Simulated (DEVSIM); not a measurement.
Device: Al0.3Ga0.7As/GaAs p-n heterojunction, at 400 K.

Layer 1 from the left is Al0.3Ga0.7As, thickness (μm) 0.160, Na (cm⁻³) 5.7e16, τn (s) 6.3e-10, τp (s) 6.3e-10. Layer 2 from the left is GaAs, thickness (μm) 0.290, Nd (cm⁻³) 6.5e15, τn (s) 6.3e-10, τp (s) 6.3e-10.

Left contact: ohmic. Right contact: ohmic. Voltage is applied to the left contact. Recombination: SRH at mid-gap, Auger. Mobility is constant in doping.

The device is made up for the run: typed textbook-type constants, with dimensions and the other settings drawn at random. Values at 300 K; Nc and Nv go as T^1.5, mobilities as T to minus their exponent, the gap by Varshni's rule with the affinity fixed.

Al0.3Ga0.7As: gap (eV) 1.7981, affinity (eV) 3.833, permittivity 12.05, Nc (cm⁻³) 6.96e17, Nv (cm⁻³) 9e18, μn (cm²/Vs) 3880, μp (cm²/Vs) 197, T exponent of μn 2.1, T exponent of μp 2.2, Cn (cm⁶/s) 1e-30, Cp (cm⁶/s) 1e-30, Varshni α (eV/K) 0.000541, Varshni β (K) 204. GaAs: gap (eV) 1.424, affinity (eV) 4.07, permittivity 12.9, Nc (cm⁻³) 4.7e17, Nv (cm⁻³) 9e18, μn (cm²/Vs) 8500, μp (cm²/Vs) 400, T exponent of μn 2.1, T exponent of μp 2.2, Cn (cm⁶/s) 1e-30, Cp (cm⁶/s) 1e-30, Varshni α (eV/K) 0.000541, Varshni β (K) 204.

Simulated with DEVSIM: 1D drift-diffusion, Boltzmann statistics, complete ionisation; no tunnelling, impact ionisation, image-force lowering or self-heating. Band offsets follow the typed affinities; no thermionic-emission limit at abrupt steps, no polarisation charge.

Question: What does the simulation give for the largest field in the device at zero bias, the potential step across the device at zero bias, the dark forward voltage at 100 A/cm², the dark forward voltage at 1 A/cm²?

Answer: largest field in the device at zero bias 51000 V/cm; potential step across the device at zero bias 1.163 V; dark forward voltage at 100 A/cm² 0.907 V; dark forward voltage at 1 A/cm² 0.705 V.
